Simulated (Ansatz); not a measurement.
Rock-salt LaTe, treated with BLYP in Ansatz (PAW).

Settings: plane-wave cutoff 520 eV, 16×16×16 k mesh, Fermi–Dirac smearing 0.05 eV, scalar-relativistic PAW data made under PBE.

Pressure at four volumes; x = ln(V/36.372 Å³). One pressure is withheld.

| V (Å³/atom) | x | P (GPa) |
|---|---|---|
| 34.190 | -0.0619 | 3.31 |
| 36.372 | 0.0000 | -0.01 |
| 37.827 | 0.0392 | -1.67 |
| 38.555 | 0.0583 | ? |

Task: Pass a parabola P(x) through the three rows shown, estimate the bulk modulus and its pressure derivative near zero pressure, and predict the withheld pressure.

Result: Slopes between the rows: (-0.01 − (3.31))/(0.0000 − (-0.0619)) = -53.63 and (-1.67 − (-0.01))/(0.0392 − (0.0000)) = -42.35 GPa. Their difference over the span 0.1011 is c = 11.28/0.1011 = 111.6 GPa, so P(x) = 3.31 + (-53.63)(x − (-0.0619)) + 111.6 (x − (-0.0619))(x − (0.0000)). At the middle row B = −dP/dx = −[-53.63 + 111.6 × 0.0619] = 46.7 GPa, and B′ = dB/dP = 2c/B = 4.8. At x = 0.0583 the parabola gives -2.35 GPa; the run gives -2.37 GPa. The Birch–Murnaghan fit to the energies at all volumes has B0 = 46.5 GPa and B′ = 4.7.

Note: the volume lies 9 % above that of the published cell.

Spin–orbit coupling is not included; it can open a gap where bands touch, and shift volumes and moduli.

Ansatz is an electronic-structure program.
